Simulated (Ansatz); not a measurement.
## Be: isotropic strain −1.50 %

The reference is Be in the hcp (Mg type) structure (space group P6_3/mmc, No. 194; a = 2.255 Å, c = 3.558 Å; relaxed with 0.1 eV smearing).

Now apply this change: the cell is scaled by 0.9850 in all directions; the atoms relax in the strained cell.

Calculations: PBEsol (Ansatz, an electronic-structure program; PAW; 420 eV plane waves; spin-orbit coupling left out). Γ-centred 29×29×16 mesh, Fermi–Dirac width 0.1 eV.

- Volume per atom: 7.49 Å³ (base 7.84 Å³)
- Space group: P6_3/mmc (No. 194) (base P6_3/mmc (No. 194))
- Shortest interatomic distance: 2.171 Å (base 2.205 Å)
- Energy relative to the base (free energy F): +6.4 meV/atom
- Pressure (mean of the normal stresses, compression positive): 6.1 GPa (base 0.0 GPa)
- Band gap: zero (base zero)

Cost of the whole job for the changed cell (relaxation, final SCF and bands): very roughly 10 core-seconds.

Whether these cells are dynamically stable was not tested.
